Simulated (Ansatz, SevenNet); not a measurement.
# Ladder of methods for the equilibrium lattice constant a of hexagonal WC

Reference value: 2.906 Å (measured, 300 K, no zero-point or thermal correction; as tabulated in Wikipedia's data pages).

```tsv
level (code)	value (Å)	difference (%)
SevenNet-0	2.928	+0.76
LDA (Ansatz)	2.884	-0.76
PBE (Ansatz)	2.922	+0.55
r²SCAN-D4 (Ansatz)	2.907	+0.03
r²SCAN50 (Ansatz)	2.878	-0.96
```

The reference is not for a static lattice or low temperature, so close values are not ranked against it.

The measured value isn't corrected to a static lattice, so vibrations enter the comparison.  Density-functional levels without +SOC have no spin–orbit coupling. r²SCAN50: the run has no spin polarisation, so it can have missed a magnetic state. Cutoffs and k meshes differ between the levels. Ansatz's density-functional and Hartree–Fock values are scalar-relativistic unless marked +SOC, with PAW data made under PBE.

Machine-learned potentials (SevenNet-0) are trained on DFT data: a solid inside that data is no test of them.

Differences are worked out from the printed values.

Ansatz is a first-principles code.
